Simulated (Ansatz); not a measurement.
Consider MgS in the rock salt structure (space group Fm-3m, No. 225; a = 5.129 Å). Axes: x, y, z lie along the cube axes.

Method: DFT with LDA, PAW potentials and a 420 eV plane-wave cutoff in Ansatz (an electronic-structure program), no spin-orbit coupling.

Perturbation: every lattice vector is stretched by 3.00 %; the atoms relax in the strained cell.

Predict the stress tensor and what it implies for the stiffness.

Stress of the strained cell less that of the base (GPa, compression positive):
```
  -6.15    0.00    0.00
   0.00   -6.15    0.00
   0.00    0.00   -6.15
```

Then B = −ΔP/(ΔV/V₀) with ΔV/V₀ = 0.0927 gives secant stiffness values (nonlinear terms included at this strain): B ≈ 66 GPa.

As a check, the harmonic strain energy −½ V₀ Δσ:ε is 29 meV/atom; the computed energy rise is 32 meV/atom.

Stability against distortions was not tested.
